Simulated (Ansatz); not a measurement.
```yaml
crystal:
  lattice:
    - [3.55519, 0.00000, 0.00000]
    - [-1.77760, 3.07889, 0.00000]
    - [0.00000, 0.00000, 12.07173]
  atoms:
    - { symbol: K, position: [0.33333, 0.66667, 0.25746] }
    - { symbol: K, position: [0.66667, 0.33333, 0.75746] }
    - { symbol: Pb, position: [0.00000, 0.00000, 0.01940] }
    - { symbol: Pb, position: [0.00000, 0.00000, 0.51940] }
    - { symbol: N, position: [0.33333, 0.66667, 0.61396] }
    - { symbol: N, position: [0.66667, 0.33333, 0.11396] }
```

The cell was generated from a structure type, relaxed within its symmetry, and need not be the phase found at ambient conditions. Spin-orbit coupling is not included.

Give the diagonal Born effective charges atom by atom and the electronic dielectric tensor from linear response, DFT at the PBEsol level (Ansatz, a program for electronic structure).


| atom | Z*xx | Z*yy | Z*zz |
|---|---|---|---|
| K1 | 0.84 | 0.84 | 1.47 |
| K2 | 0.84 | 0.84 | 1.47 |
| Pb3 | 2.72 | 2.72 | 0.05 |
| Pb4 | 2.72 | 2.72 | 0.05 |
| N5 | -3.56 | -3.56 | -1.52 |
| N6 | -3.56 | -3.56 | -1.52 |

ε∞ diagonal: 9.3, 9.3, 6.3. The k mesh is 8×8×4. The program warned that the k mesh resolves the field response only roughly, so the permittivities and charges are not converged. Away from Γ the polar cell without biaxial strain shows no imaginary mode on a 2×2×2 mesh.

The PAW data sets were generated under PBE and serve the other functionals too.
